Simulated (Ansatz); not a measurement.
The starting structures come from a database of crystals and need not be the phases stable at ambient conditions.

Tunnelling through a barrier is set by its complex band structure: the current falls as exp(−2κd) with the smallest κ.

Consider the following.

```xyz
13
Lattice="6.8180 0.0807 -0.0706 2.9732 9.5564 -0.1196 -3.2785 -1.1093 5.8751" Properties=species:S:1:pos:R:3 pbc="T T T"
Tl     3.3563     1.1942     2.2375
Tl     3.1563     7.3336     3.4474
Hg     6.6911     3.7827     0.6628
Hg    -0.1784     4.7451     5.0221
Pd     0.0000     0.0000     0.0000
Cl    -0.0632     0.9200     2.1281
Cl     6.5758     7.6078     3.5569
Cl     4.7107     8.1498     0.4982
Cl     1.8019     0.3780     5.1867
Cl     4.8433     4.4896     1.9148
Cl     1.6693     4.0382     3.7702
Cl    -1.5326     1.9362     5.3501
Cl     8.0452     6.5916     0.3348
```

Space group of this cell: C2/m. The cell was relaxed by PBE-D3(BJ); by r2SCAN its mean pressure is -1.0 GPa.

Transport runs along the normal of the first two printed cell vectors.

No gap correction and no spin-orbit coupling; mid-gap values are interpolated between computed energies.

**Question.** Give the band gap and the smallest decay constant κ at mid-gap that r2SCAN in Ansatz (an electronic-structure program) yields.

**Answer.** Gap 2.04 eV on a 6×4×6 mesh; κ = 0.363 1/Å, at (0.000, 0.250) of the in-plane reciprocal vectors. At the zone centre, at the nearest computed energy, the slowest state has κ = 0.37 1/Å.
